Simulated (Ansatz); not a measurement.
For fluorite PbF2 (high-temperature phase), PBE (plane waves, PAW; Ansatz, a program for electronic structure) gives:

| Property | Result |
|---|---|
| band gap at the measured cell | 4.42 eV |
| elastic constant C11 | 102 GPa |
| elastic constant C44 | 20.2 GPa |
| polycrystal shear modulus | 22.6 GPa |

Q: What does B3LYP (VWN-RPA form) (Ansatz, plane waves, PAW) give for the same quantities?

A: 
- band gap at the measured cell: 6.14 eV (increases by 1.72 eV)
- elastic constant C11: 106 GPa (increases by 3.9 %)
- elastic constant C44: 21.9 GPa (grows by 8.4 %)
- Voigt–Reuss–Hill shear modulus: 24.3 GPa (increases by 7.5 %)

For comparison: elastic constant C11 96.1 ± 0.09 GPa (measured, room temperature, no zero-point or thermal correction; as tabulated in Jamieson, Manghnani, Matsui, Ming, J. Geophys. Res. 91, 4643 (1986)); elastic constant C44 20.8 ± 0.01 GPa (measured, room temperature, not corrected to a static lattice; as tabulated in Jamieson, Manghnani, Matsui, Ming, J. Geophys. Res. 91, 4643 (1986)).

Changes are worked out from the printed values.

Unless a cell is named, each level is at its own relaxed cell.

Levels without +SOC leave out spin–orbit coupling, which shifts energies and cells of such heavy elements.

Spin–orbit coupling is included only where a level's name says +SOC; with heavier elements it mostly lowers gaps and can invert bands. Density-functional gaps are differences of (generalised) Kohn–Sham levels.

Ansatz's density-functional and Hartree–Fock values are scalar-relativistic unless marked +SOC, with PAW data made under PBE.
